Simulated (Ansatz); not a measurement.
## Effect of isotropic strain −2.50 % on Mg2Ge

The reference is Mg₂Ge in the anti-fluorite structure (space group Fm-3m, No. 225; a = 6.364 Å).

Perturbation: an isotropic linear strain of −2.50 %, atoms relaxed at fixed cell.

All numbers come from PBEsol (Ansatz, a first-principles code; PAW; 420 eV plane waves; no spin-orbit coupling). Γ-centred 13×13×13 mesh, Fermi–Dirac width 0.05 eV.

| quantity | base | changed | shift |
|---|---|---|---|
| volume per atom | 21.48 Å³ | 19.91 Å³ | -1.57 Å³ |
| space group | Fm-3m (No. 225) | Fm-3m (No. 225) | – |
| shortest interatomic distance | 2.756 Å | 2.687 Å | -0.069 Å |
| energy relative to the base (free energy F) | 0 meV/atom | +21 meV/atom | +21 meV/atom |
| pressure | 0.0 GPa | 4.7 GPa | +4.7 GPa |
| band gap | 0.08 eV | zero | – |
| valley order (the lowest conduction-band minima on the path, energy above the VBM, named in the base's zone) | X along ⟨100⟩ 0.08 eV; Γ 1.03 eV; L along ⟨111⟩ 1.03 eV | X along ⟨100⟩ 0.01 eV; L along ⟨111⟩ 1.37 eV; Γ 1.47 eV | – |

Stability against distortions was not tested. All final runs are without spin polarisation. Gaps under 0.05 eV, about the width of the smearing, are given as zero. The zero or small gap of Mg2Ge can change with the level of theory.
